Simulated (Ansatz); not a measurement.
System: interstitial O in fcc Rh (neutral cell). Computed with PBE, PAW (plane waves to 420 eV; Ansatz, a first-principles code).

Cell of 32 host sites held at the relaxed PBE lattice; a 2×2×2 k-point mesh shifted by half a step; Fermi-Dirac width 0.10 eV, spin-restricted; finite-size errors left in. Energies are static. Sites that were not tried may lie lower.

Barriers: single points on a 4×4×4 k-point mesh shifted by half a step at the bands' geometries (they differ from the bands' own by up to 0.11 eV, and are uncertain by about as much).

The step: one O atom jumps by itself; the atom moves 1.66 Å along (-0.25, 0.25, -0.25) of the unit cell; the moving atom starts with neighbours 4 Rh at 1.90 Å and ends with 6 Rh at 2.05 Å.

Question: What migration barrier of this step does PBE, PAW give?

Answer: 1.38 eV forward and 0.61 eV backward. At the saddle the moving atom has neighbours 3 Rh at 1.86 Å. The saddle point's order was not checked, and it lies on a symmetry element of the cell, where a band can be held.
